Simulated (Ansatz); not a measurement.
# Bi₂Pt (space group Pa-3, No. 205)

```cif
data_Bi8Pt4
_chemical_formula_sum 'Bi8 Pt4'
_space_group_name_H-M_alt 'Pa-3'
_space_group_IT_number 205
_space_group_name_Hall '-P 2ac 2ab 3'
_cell_length_a 6.72145
_cell_length_b 6.72145
_cell_length_c 6.72145
_cell_angle_alpha 90.000
_cell_angle_beta 90.000
_cell_angle_gamma 90.000
loop_
_atom_site_label
_atom_site_type_symbol
_atom_site_symmetry_multiplicity
_atom_site_Wyckoff_symbol
_atom_site_fract_x
_atom_site_fract_y
_atom_site_fract_z
_atom_site_occupancy
Bi1 Bi 8 c 0.37010 0.37010 0.37010 1
Pt1 Pt 4 a 0.00000 0.00000 0.00000 1
```

The values are results of PBEsol, PAW, 420 eV (Ansatz, a first-principles code; no SOC), not measurements. Γ-centred 6×6×6 mesh, Fermi–Dirac width 0.05 eV.

```json
{
  "volume_per_atom": "25.31 Å³",
  "density": "13.41 g/cm³",
  "band_gap": "zero",
  "total_energy": "-12289.518 eV/atom (σ→0; compares only within this code and set-up)"
}
```

Stability against distortions was not tested. All final runs are without spin polarisation.
